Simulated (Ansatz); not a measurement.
The parent structure is SnO (space group P4/nmm, No. 129; a = 3.7685 Å, c = 4.5571 Å; layered, stacked along the Cartesian z axis; relaxed with 0.1 eV smearing). Axes: x, y, z lie along a, b, c of the conventional cell.

The values are results of PBEsol-D3(BJ) (Ansatz, an electronic-structure program; PAW; 420 eV plane waves; without spin-orbit coupling), not measurements.

For the base:

* **Pressure**: 0.0 GPa
* **Shortest interatomic distance**: 2.211 Å
* **Band gap**: zero

Now apply this change: the cell is stretched by 0.60 % along x with no lateral relaxation, atoms relaxed at fixed cell.

Problem. How does this affect the pressure?

Solution. The pressure (mean of the normal stresses, compression positive) goes from zero to -0.4 GPa.

Problem. How does this affect the energy relative to the base?

Solution. The energy is nearly the same.

Problem. How does this affect the shortest interatomic distance?

Solution. The shortest interatomic distance hardly moves (2.211 Å against 2.212 Å).

Problem. What does the calculation give for the band gap after the change?

Solution. The band gap is still zero.

The cells carry an imposed strain or load. No phonon test of stability was made. All final runs are without spin polarisation. A zero or small gap of SnO can be the functional's error rather than a property of the material.
